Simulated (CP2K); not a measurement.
Band structure of Ba₂HfS₄ (I4/mmm, 7 atoms in the cell).

```
Ba2HfS4
1.0
    8.55754     0.00000     0.00000
    5.76746     6.32202     0.00000
   -7.16250    -3.16101     3.45516
Ba Hf S
2 1 4
Direct
  0.35780   0.35780   0.00000
  0.64220   0.64220   0.00000
  0.00000   0.00000   0.00000
  0.50000   0.00000   0.50000
  0.00000   0.50000   0.50000
  0.83864   0.83864   0.00000
  0.16136   0.16136   0.00000
```

Method: PBEsol, GPW, DZVP-MOLOPT-SR-GTH basis, GTH-PBE potentials (GTH_POTENTIALS) (CP2K).

Settings: CUTOFF = 500 Ry; REL_CUTOFF = 50 Ry; KPOINTS/SCHEME = MONKHORST-PACK 5 5 5; XC_FUNCTIONAL = PBE:PBESOL; Ba/BASIS_SET = DZVP-MOLOPT-SR-GTH; Ba/POTENTIAL = GTH-PBE-q10; Hf/BASIS_SET = DZVP-MOLOPT-SR-GTH; Hf/POTENTIAL = GTH-PBE-q12; S/BASIS_SET = DZVP-MOLOPT-SR-GTH; S/POTENTIAL = GTH-PBE-q6; METHOD = GPW; EPS_DEFAULT = 1e-10; EXTRAPOLATION = USE_GUESS; NGRIDS = 5.

The starting cell comes from a database of computed structures (which also holds hypothetical and non-ambient phases and stackings), without a prior relaxation at this level. Its lattice was rescaled by a random factor within 2.5 % of one. Spin-orbit coupling is off. Values carry the incompleteness of an atom-centred basis. The potentials were made for another functional than the one used.

Task: Predict the gap along the standard path and the places of the band edges.

Result: The gap along the path is 0.84 eV, from X to Γ; the smallest direct gap on it is 1.03 eV. Another conduction valley lies within 0.1 eV, so the order of the valleys is not sure.

Levels in eV from the top of the valence band on the SCF mesh, bands 25 to 29:
```json
[
 {"point": "Γ", "25": "-0.97", "26": "-0.14", "27": "-0.12", "28": "-0.12", "29": "0.91"},
 {"point": "X", "25": "-0.85", "26": "-0.70", "27": "-0.09", "28": "0.07", "29": "3.85"},
 {"point": "Y", "25": "-0.80", "26": "-0.75", "27": "-0.15", "28": "0.07", "29": "3.91"},
 {"point": "S", "25": "-1.54", "26": "-0.70", "27": "-0.67", "28": "-0.20", "29": "2.69"},
 {"point": "Z", "25": "-1.23", "26": "-0.98", "27": "-0.25", "28": "-0.25", "29": "0.93"},
 {"point": "S1", "25": "-1.54", "26": "-0.70", "27": "-0.67", "28": "-0.20", "29": "2.69"},
 {"point": "N", "25": "-1.52", "26": "-0.67", "27": "-0.57", "28": "-0.26", "29": "2.65"},
 {"point": "P", "25": "-1.16", "26": "-0.23", "27": "-0.23", "28": "-0.09", "29": "3.99"},
 {"point": "Y1", "25": "-0.80", "26": "-0.75", "27": "-0.15", "28": "0.07", "29": "3.91"}
]
```

Higher empty bands are left out: an atom-centred basis made for the valence describes them poorly.
